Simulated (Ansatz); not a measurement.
# ScAs in the rock salt structure (space group Fm-3m, No. 225)

```xyz
2
Lattice="0.0000 2.7052 2.7052 2.7052 0.0000 2.7052 2.7052 2.7052 0.0000" Properties=species:S:1:pos:R:3 pbc="T T T"
Sc     0.0000     0.0000     0.0000
As     2.7052     2.7052     2.7052
```

All numbers come from Ansatz (a first-principles code), PBEsol, PAW, cutoff 420 eV, scalar-relativistic without spin-orbit coupling. k-mesh 15×15×15 (Γ-centred); smearing 0.05 eV (Fermi–Dirac).

- Volume per atom = 19.80 Å³
- Density = 5.03 g/cm³
- Band gap = zero
- Total energy = -3463.616 eV/atom (σ→0; compares only within this code and set-up)

Stability against distortions was not tested. The final runs are not spin-polarised.
